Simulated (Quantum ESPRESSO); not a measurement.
A self-consistent single point of CoPd3 (Pm-3m, 4 atoms in the cell) with Quantum ESPRESSO.

Method of the run: PBEsol, PSlibrary PAW (PBE) pseudopotentials (plane waves; Quantum ESPRESSO).

The change in words: lattice scaled by 0.98. Reference geometry:
```yaml
crystal:
  lattice:
    - [3.89388, 0.00000, 0.00000]
    - [0.00000, 3.89388, 0.00000]
    - [0.00000, 0.00000, 3.89388]
  atoms:
    - { symbol: Co, position: [0.00000, 0.00000, 0.00000], spin: 3.0 }
    - { symbol: Pd, position: [0.00000, 0.50000, 0.50000], spin: 1.0 }
    - { symbol: Pd, position: [0.50000, 0.00000, 0.50000], spin: 1.0 }
    - { symbol: Pd, position: [0.50000, 0.50000, 0.00000], spin: 1.0 }
```
(The spins are starting values, not results.)

Reference input (self-consistent single point, DFT, PBEsol, plane waves, PSlibrary PAW (PBE) pseudopotentials): ecutwfc = 50 Ry; ecutrho = 600 Ry; occupations = smearing; smearing = fermi-dirac; degauss = 0.0073499 Ry; nspin = 2; input_dft = pbesol; potentials = {Co: Co.pbe-n-kjpaw_psl.1.0.0.UPF, Pd: Pd.pbe-n-kjpaw_psl.1.0.0.UPF}; K_POINTS = automatic 9 9 9 0 0 0; conv_thr = 1e-10 Ry; mixing_beta = 0.3. This run's input differs from it in these lines:

```diff
@@ -38,5 +38,5 @@
 CELL_PARAMETERS {angstrom}
-   3.8938790000     0.0000000000     0.0000000000
-   0.0000000000     3.8938790000     0.0000000000
-   0.0000000000     0.0000000000     3.8938790000
+   3.8160010000     0.0000000000     0.0000000000
+   0.0000000000     3.8160010000     0.0000000000
+   0.0000000000     0.0000000000     3.8160010000
```

Output, abridged:

```
     Self-consistent Calculation

     iteration #  1     ecut=    50.00 Ry     beta= 0.30

---- Real-time Memory Report at c_bands before calling an iterative solver
           353 MiB given to the printing process from OS
           129 MiB allocation reported by mallinfo(arena+hblkhd)
------------------

     total energy              =   -1136.80610126 Ry
     estimated scf accuracy    <       3.60022115 Ry

     total magnetization       =     2.09 Bohr mag/cell
     absolute magnetization    =     2.09 Bohr mag/cell

     iteration #  2     ecut=    50.00 Ry     beta= 0.30

   [... lines left out ...]
     absolute magnetization    =     3.24 Bohr mag/cell

     iteration # 25     ecut=    50.00 Ry     beta= 0.30

---- Real-time Memory Report at c_bands before calling an iterative solver
           434 MiB given to the printing process from OS
           167 MiB allocation reported by mallinfo(arena+hblkhd)
------------------

     Magnetic moment per site  (integrated on atomic sphere of radius R)
     atom   1 (R=0.292)  charge=  7.8278  magn=  2.0864
     atom   2 (R=0.292)  charge=  8.3976  magn=  0.3441
     atom   3 (R=0.292)  charge=  8.3976  magn=  0.3441
     atom   4 (R=0.292)  charge=  8.3976  magn=  0.3441
     End of self-consistent calculation

     the Fermi energy is    14.2884 ev

!    total energy              =   -1138.27279877 Ry
     estimated scf accuracy    <          1.5E-11 Ry
     smearing contrib. (-TS)   =      -0.01491865 Ry
     internal energy E=F+TS    =   -1138.25788013 Ry

      -> PAW hartree energy AE =     243.90451903 Ry
      -> PAW hartree energy PS =    -243.25825135 Ry
      -> PAW xc energy AE      =    -965.97747759 Ry
      -> PAW xc energy PS      =      97.10438461 Ry
      -> total E_H with PAW    =      37.18852634 Ry
      -> total E_XC with PAW   =    -965.55577298 Ry

     total magnetization       =     3.03 Bohr mag/cell
     absolute magnetization    =     3.24 Bohr mag/cell

     convergence has been achieved in  25 iterations

     Forces acting on atoms (cartesian axes, Ry/au):

   [... lines left out ...]
   [... zero for the other atoms too ...]

     Total force =     0.000000     Total SCF correction =     0.000000

          total   stress  (Ry/bohr**3)                   (kbar)     P=      -13.75
  -0.00009348   0.00000000   0.00000000          -13.75        0.00        0.00
   0.00000000  -0.00009348   0.00000000            0.00      -13.75        0.00
   0.00000000   0.00000000  -0.00009348            0.00        0.00      -13.75

   JOB DONE.
```

The run converged in 25 iterations. Against the reference run the free energy drops by 34.2 meV/atom, the pressure goes from -11.64 to -1.38 GPa and the size of the net moment hardly changes (0.77 to 0.76 μB/atom).

The starting cell comes from a database of computed structures (which also holds hypothetical and non-ambient phases and stackings), without a prior relaxation at this level. Its lattice was rescaled by a random factor within 2.5 % of one. For this run, on top of that: lattice scaled by 0.98. The magnetic order is the one reached from the typed start; others were not searched systematically.

Cost on one core of a shared machine: roughly 8 min.
